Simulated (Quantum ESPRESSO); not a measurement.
Worked example: self-consistent single point of Zn3S2O9 (P2_1/m, 28 atoms in the cell) in Quantum ESPRESSO.

Computed with PBEsol-D3(BJ) with three-body term, GBRV 1.5 ultrasoft (PBESOL) pseudopotentials (plane waves; Quantum ESPRESSO).

```
CELL_PARAMETERS angstrom
      7.54628     0.00000     0.00000
      0.00000     6.79178     0.00000
     -3.76937     0.00000     7.16170
ATOMIC_POSITIONS crystal
  Zn 0.00000 0.50000 0.00000
  Zn 0.00000 0.00000 0.00000
  Zn 0.88188 0.75000 0.25686
  Zn 0.11812 0.25000 0.74314
  Zn 0.61110 0.75000 0.77681
  Zn 0.38890 0.25000 0.22319
  S  0.15812 0.75000 0.71421
  S  0.84188 0.25000 0.28579
  S  0.45060 0.75000 0.29980
  S  0.54940 0.25000 0.70020
  O  0.87704 0.75000 0.00769
  O  0.12296 0.25000 0.99231
  O  0.93111 0.07079 0.24183
  O  0.06889 0.92921 0.75817
  O  0.06889 0.57079 0.75817
  O  0.93111 0.42921 0.24183
  O  0.67879 0.07024 0.78618
  O  0.32121 0.92976 0.21382
  O  0.32121 0.57024 0.21382
  O  0.67879 0.42976 0.78618
  O  0.61881 0.25000 0.16625
  O  0.38119 0.75000 0.83375
  O  0.88641 0.25000 0.48632
  O  0.11359 0.75000 0.51368
  O  0.47082 0.25000 0.49467
  O  0.52918 0.75000 0.50533
  O  0.62059 0.75000 0.25445
  O  0.37941 0.25000 0.74555
```

Reference input (self-consistent single point, DFT, PBEsol, plane waves, GBRV 1.5 ultrasoft (PBESOL) pseudopotentials): ecutwfc = 50 Ry; ecutrho = 250 Ry; occupations = fixed; potentials = {Zn: zn_pbesol_v1.uspp.F.UPF, S: s_pbesol_v1.4.uspp.F.UPF, O: o_pbesol_v1.2.uspp.F.UPF}; K_POINTS = automatic 2 2 2 1 1 1; nbnd = 128; conv_thr = 1e-09 Ry; mixing_beta = 0.4. This run's input differs from it in these lines:

```diff
@@ -17,2 +17,5 @@
    nbnd = 128
+   vdw_corr = 'grimme-d3'
+   dftd3_version = 4
+   dftd3_threebody = .true.
 /
```

Output, abridged:

```
     Self-consistent Calculation

     iteration #  1     ecut=    50.00 Ry     beta= 0.40

---- Real-time Memory Report at c_bands before calling an iterative solver
           599 MiB given to the printing process from OS
           272 MiB allocation reported by mallinfo(arena+hblkhd)
------------------

     total energy              =   -3442.35335973 Ry
     estimated scf accuracy    <       6.44934395 Ry

     iteration #  2     ecut=    50.00 Ry     beta= 0.40

---- Real-time Memory Report at c_bands before calling an iterative solver
           791 MiB given to the printing process from OS
   [... lines left out ...]

---- Real-time Memory Report at c_bands before calling an iterative solver
           821 MiB given to the printing process from OS
           369 MiB allocation reported by mallinfo(arena+hblkhd)
------------------

     total energy              =   -3444.18358414 Ry
     estimated scf accuracy    <          2.5E-09 Ry

     iteration # 15     ecut=    50.00 Ry     beta= 0.40

---- Real-time Memory Report at c_bands before calling an iterative solver
           821 MiB given to the printing process from OS
           369 MiB allocation reported by mallinfo(arena+hblkhd)
------------------
     End of self-consistent calculation

     highest occupied, lowest unoccupied level (ev):     4.0472    8.1778

!    total energy              =   -3444.18358414 Ry
     estimated scf accuracy    <          5.1E-10 Ry

     DFT-D3 Dispersion         =      -0.21379160 Ry

     convergence has been achieved in  15 iterations

     Forces acting on atoms (cartesian axes, Ry/au):

     atom    1 type  1   force =     0.00000000   -0.00000000    0.00000000
     atom    2 type  1   force =     0.00000000    0.00000000    0.00000000
     atom    3 type  1   force =    -0.00351049    0.00000000    0.00201428
     atom    4 type  1   force =     0.00351049   -0.00000000   -0.00201428
     atom    5 type  1   force =    -0.00351594    0.00000000   -0.00062511
   [... 19 lines left out ...]
   [... lines left out ...]
     Total force =     0.081704     Total SCF correction =     0.000081
   [... lines left out ...]

     DFT-D3 dispersion Force =     0.000474

          total   stress  (Ry/bohr**3)                   (kbar)     P=      -81.85
  -0.00054285   0.00000000  -0.00000168          -79.86        0.00       -0.25
   0.00000000  -0.00055912   0.00000000            0.00      -82.25        0.00
  -0.00000168   0.00000000  -0.00056719           -0.25        0.00      -83.44

   JOB DONE.
```

The run converged in 15 iterations. Against the reference run the pressure goes from -6.97 to -8.18 GPa, the largest force moves little (0.606 to 0.604 eV/Å) and the gap on the mesh stays at 4.131 eV.

The starting cell comes from a database of computed structures (which also holds hypothetical and non-ambient phases and stackings), without a prior relaxation at this level. Its lattice was rescaled by a random factor within 2.5 % of one. With a pressure of about -8 GPa the cell is away from its equilibrium volume at this level. The shifted mesh does not hold Γ, so a gap read on it misses any band edge there.

Cost on one core of a shared machine: roughly 4 min.
